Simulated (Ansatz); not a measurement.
WTeSe (P-6m2, No. 187, 12 atoms in the cell; start mp-1028456) was calculated with LDA (plane waves, PAW; Ansatz, an electronic-structure program).

Numerical settings: plane-wave cutoff 520 eV, 12×12×2 k mesh (along the axes of the cell as run), Fermi–Dirac smearing 0.01 eV, no spin polarisation, scalar-relativistic PAW data made under PBE.

Cell (relaxed with PBE-D3(BJ)):

```cif
data_Se4Te4W4
_chemical_formula_sum 'Te4 W4 Se4'
_space_group_name_H-M_alt 'P 1'
_space_group_IT_number 1
_cell_length_a 3.38454
_cell_length_b 3.38454
_cell_length_c 26.56560
_cell_angle_alpha 90.000
_cell_angle_beta 90.000
_cell_angle_gamma 120.000
loop_
_space_group_symop_operation_xyz
  'x, y, z'
loop_
_atom_site_label
_atom_site_type_symbol
_atom_site_fract_x
_atom_site_fract_y
_atom_site_fract_z
_atom_site_occupancy
Te1 Te 0.33333 0.66667 0.32128 1
Te2 Te 0.33333 0.66667 0.82125 1
Te3 Te 0.33333 0.66667 0.18021 1
Te4 Te 0.33333 0.66667 0.68020 1
W1 W 0.33333 0.66667 0.00073 1
W2 W 0.33333 0.66667 0.50073 1
W3 W 0.66667 0.33333 0.25075 1
W4 W 0.66667 0.33333 0.75072 1
Se1 Se 0.66667 0.33333 0.93875 1
Se2 Se 0.66667 0.33333 0.43874 1
Se3 Se 0.66667 0.33333 0.06272 1
Se4 Se 0.66667 0.33333 0.56273 1
```

Q: Predict the band gap, smallest direct gap on the k points sampled and direct gap at Γ.

A: 
* **band gap**: 0.71 eV
* **smallest direct gap on the k points sampled**: 0.73 eV
* **direct gap at Γ**: 2.23 eV

Note: cell and atoms aren't relaxed at this level (pressure -3.3 GPa).

Spin–orbit coupling is not included; with these elements it can move the gap by several tenths of an eV or more.

Computed values are for the static lattice.

The result took roughly 5 core-minutes.

A start named mp-… is a Materials Project structure, which need not be a measured phase.
